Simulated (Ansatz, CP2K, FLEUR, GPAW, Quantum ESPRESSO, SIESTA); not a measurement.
One structure in several programs: GaGe₃ (P1, 8 atoms in the cell)

Self-consistent single point, at a second geometry (atoms moved at random). First geometry:

```yaml
crystal:
  lattice:
    - [5.98504, 0.00000, 0.00000]
    - [-2.99252, 5.18320, 0.00000]
    - [0.00000, 0.00000, 5.03495]
  atoms:
    - { symbol: Ga, position: [0.66667, 0.33333, 0.25000] }
    - { symbol: Ga, position: [0.33333, 0.66667, 0.75000] }
    - { symbol: Ge, position: [0.32713, 0.16356, 0.75000] }
    - { symbol: Ge, position: [0.67287, 0.83644, 0.25000] }
    - { symbol: Ge, position: [0.16356, 0.32713, 0.25000] }
    - { symbol: Ge, position: [0.83644, 0.67287, 0.75000] }
    - { symbol: Ge, position: [0.83644, 0.16356, 0.75000] }
    - { symbol: Ge, position: [0.16356, 0.83644, 0.25000] }
```

Second geometry:
```
GaGe3
1.0
    5.98504     0.00000     0.00000
   -2.99252     5.18320     0.00000
    0.00000     0.00000     5.03495
Ga Ge
2 6
Direct
  0.66574   0.34049   0.25330
  0.34414   0.67043   0.73210
  0.32136   0.14665   0.75311
  0.65724   0.83810   0.24590
  0.18044   0.33546   0.24239
  0.83673   0.66533   0.76353
  0.83530   0.16469   0.74808
  0.15906   0.83885   0.26159
```

Shared settings, as Ansatz (a first-principles code) writes them: kpoints.mp_grid.grid = 3 3 4; scf.occupations.method = gaussian; scf.occupations.width = 0.0073 Ry. Potentials and cutoffs stand in the table.

```
code                                                                                                                                      model  ΔF from the first geometry (meV/atom)  pressure (GPa)  largest force (eV/Å)           cutoff
----------------  -----------------------------------------------------------------------------------------------------------------------------  -------------------------------------  --------------  --------------------  ---------------
CP2K                                                                 PBEsol, GPW, DZVP-MOLOPT-SR-GTH basis, GTH-PBE potentials (GTH_POTENTIALS)                                   -1.7           -0.89                     –      grid 600 Ry
GPAW                                                                                      PBEsol, GPAW PAW datasets PBEsol (made by gpaw-setup)                                   -1.4           -4.09                 0.230           600 eV
Quantum ESPRESSO                                                          PBEsol, PseudoDojo standard norm-conserving (PBESOL) pseudopotentials                                   -1.4           -3.82                 0.228            80 Ry
SIESTA            GGA PBEsol, numerical atomic orbitals DZP, PseudoDojo PBEsol standard norm-conserving potentials (rewritten from UPF to PSML)                                   -0.8           -0.77                 0.328      grid 350 Ry
FLEUR                                                                           PBEsol, all-electron FLAPW (FLEUR), scalar-relativistic valence                                      –               –                 0.246  Kmax 3.9 1/bohr
Ansatz                                                                                                          PBEsol, PAW files made with PBE                                   -1.5           -3.87                 0.227          30.9 Ry
```

Size of the force on each atom (eV/Å): Sizes of forces hide their directions.

```json
[
 {"code": "GPAW", "Ga1": "0.122", "Ga2": "0.204", "Ge3": "0.134", "Ge4": "0.159", "Ge5": "0.220", "Ge6": "0.225", "Ge7": "0.230", "Ge8": "0.140"},
 {"code": "Quantum ESPRESSO", "Ga1": "0.116", "Ga2": "0.197", "Ge3": "0.134", "Ge4": "0.157", "Ge5": "0.217", "Ge6": "0.225", "Ge7": "0.228", "Ge8": "0.141"},
 {"code": "SIESTA", "Ga1": "0.174", "Ga2": "0.314", "Ge3": "0.264", "Ge4": "0.171", "Ge5": "0.317", "Ge6": "0.328", "Ge7": "0.301", "Ge8": "0.236"},
 {"code": "FLEUR", "Ga1": "0.125", "Ga2": "0.211", "Ge3": "0.160", "Ge4": "0.160", "Ge5": "0.237", "Ge6": "0.246", "Ge7": "0.245", "Ge8": "0.162"},
 {"code": "Ansatz", "Ga1": "0.114", "Ga2": "0.195", "Ge3": "0.131", "Ge4": "0.158", "Ge5": "0.216", "Ge6": "0.224", "Ge7": "0.227", "Ge8": "0.140"}
]
```

A dash marks a value that a program does not give, or that is left out as unsure.

The spread over the programs that give each value: ΔF from the first geometry within 0.9 meV/atom; pressure within 3.32 GPa; largest force within 0.101 eV/Å.

CP2K and SIESTA use small atom-centred bases, whose incompleteness enters pressures, forces and empty levels differently from a plane-wave cutoff. FLEUR treats all electrons, but the usual bases taken here (sphere radii, linearisation, local orbitals, empty states) were not tested for convergence, so the values are no reference for the others. Ansatz's pressure is given at a fixed set of plane waves, as the other plane-wave codes print theirs; with its correction for the finite basis it is -3.84 GPa. In the pressure, CP2K (by 2.98) and SIESTA (by 3.10) lie more than 1 GPa from the median of the plane-wave programs. In the force vectors, SIESTA (by 0.131) lies more than 0.08 eV/Å from the median of the plane-wave programs.

The shared mesh is coarse (it stands for a supercell whose shortest vector is 18 Å), so the values are not converged in it.

The starting cell comes from a database of computed structures (which also holds hypothetical and non-ambient phases and stackings), without a prior relaxation at this level. For this run, on top of that: atoms moved at random.

Left out of this page: Elk (unsound by tests on forces, stress, charge or solver warnings).

Keys are those of Ansatz 0.2.
